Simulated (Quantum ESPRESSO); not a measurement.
Input and output of a self-consistent single point for InAsF6 (P1, 8 atoms in the cell) (Quantum ESPRESSO).

Level of theory: LDA (PZ), spin-orbit coupling, PseudoDojo fully relativistic norm-conserving (PBE) pseudopotentials (plane waves; Quantum ESPRESSO).

```
InAsF6
1.0
    3.81934     2.20510     2.61994
   -3.81934     2.20510     2.61994
    0.00000    -4.41019     2.61994
In As F
1 1 6
Direct
  0.00060   0.99774   0.00054
  0.49785   0.49884   0.50276
  0.29755   0.57855   0.22703
  0.70477   0.42076   0.77695
  0.21661   0.30106   0.57623
  0.78043   0.70410   0.42028
  0.58235   0.22436   0.29503
  0.41984   0.77460   0.70117
```

Reference input (self-consistent single point, DFT, LDA (PZ), plane waves, GBRV 1.5 ultrasoft (LDA) pseudopotentials): ecutwfc = 40 Ry; ecutrho = 200 Ry; occupations = smearing; smearing = fermi-dirac; degauss = 0.00147 Ry; potentials = {In: in_lda_v1.4.uspp.F.UPF, As: as_lda_v1.uspp.F.UPF, F: f_lda_v1.4.uspp.F.UPF}; K_POINTS = automatic 3 3 3 0 0 0; conv_thr = 1e-10 Ry. This run's input differs from it in these lines:

```diff
@@ -12,4 +12,3 @@
   ntyp = 3,
-  ecutwfc = 40,
-  ecutrho = 200,
+  ecutwfc = 85,
   occupations = 'smearing',
@@ -17,2 +16,5 @@
   degauss = 0.00147,
+  noncolin = .true.,
+  lspinorb = .true.,
+  input_dft = 'pz',
 /
@@ -22,5 +24,5 @@
 ATOMIC_SPECIES
-In   114.8180  in_lda_v1.4.uspp.F.UPF
-As    74.9216  as_lda_v1.uspp.F.UPF
-F     18.9984  f_lda_v1.4.uspp.F.UPF
+In   114.8180  In.upf
+As    74.9216  As.upf
+F     18.9984  F.upf
 CELL_PARAMETERS angstrom
```

Output (repeated stretches shortened):

```
     Self-consistent Calculation

     iteration #  1     ecut=    85.00 Ry     beta= 0.70

---- Real-time Memory Report at c_bands before calling an iterative solver
           617 MiB given to the printing process from OS
           588 MiB allocation reported by mallinfo(arena+hblkhd)
------------------

     Threshold (ethr) on eigenvalues was too large:
     Diagonalizing with lowered threshold

---- Real-time Memory Report at c_bands before calling an iterative solver
           728 MiB given to the printing process from OS
           603 MiB allocation reported by mallinfo(arena+hblkhd)
------------------

   [... lines left out ...]

---- Real-time Memory Report at c_bands before calling an iterative solver
           878 MiB given to the printing process from OS
           802 MiB allocation reported by mallinfo(arena+hblkhd)
------------------

     total energy              =    -638.32636861 Ry
     estimated scf accuracy    <          2.6E-10 Ry

     iteration # 12     ecut=    85.00 Ry     beta= 0.70

---- Real-time Memory Report at c_bands before calling an iterative solver
           878 MiB given to the printing process from OS
           802 MiB allocation reported by mallinfo(arena+hblkhd)
------------------
     End of self-consistent calculation

   [... 8 lines left out ...]

   [... 8 lines left out ...]

   [... 8 lines left out ...]

   [... 8 lines left out ...]

     the Fermi energy is     3.1346 ev

!    total energy              =    -638.32636861 Ry
     estimated scf accuracy    <          2.4E-11 Ry
     smearing contrib. (-TS)   =       0.00000000 Ry
     internal energy E=F+TS    =    -638.32636861 Ry

     convergence has been achieved in  12 iterations

     Forces acting on atoms (cartesian axes, Ry/au):

     atom    1 type  1   force =    -0.00026656   -0.00177025   -0.00030023
     atom    2 type  2   force =     0.01742886    0.03000562    0.00374078
     atom    3 type  3   force =     0.00990151   -0.00573183    0.01357084
     atom    4 type  3   force =    -0.01678485    0.01053222   -0.02217386
   [... lines left out ...]

     Total force =     0.081818     Total SCF correction =     0.000011

          total   stress  (Ry/bohr**3)                   (kbar)     P=      -59.95
  -0.00037142  -0.00004370  -0.00002242          -54.64       -6.43       -3.30
  -0.00004370  -0.00038990  -0.00003628           -6.43      -57.36       -5.34
  -0.00002242  -0.00003628  -0.00046120           -3.30       -5.34      -67.84

   JOB DONE.
```

The run converged in 12 iterations. Against the reference run the pressure goes from -4.67 to -5.99 GPa, the largest force goes from 1.034 to 1.143 eV/Å and the gap on the mesh goes from 3.510 to 3.523 eV.

The starting cell comes from a database of computed structures (which also holds hypothetical and non-ambient phases and stackings), without a prior relaxation at this level. Its atoms were displaced at random from the sites of space group no. 148. With a pressure of about -6 GPa the cell is away from its equilibrium volume at this level. Forces in this geometry exceed 1 eV/Å.

Cost on one core of a shared machine: roughly 8 min.
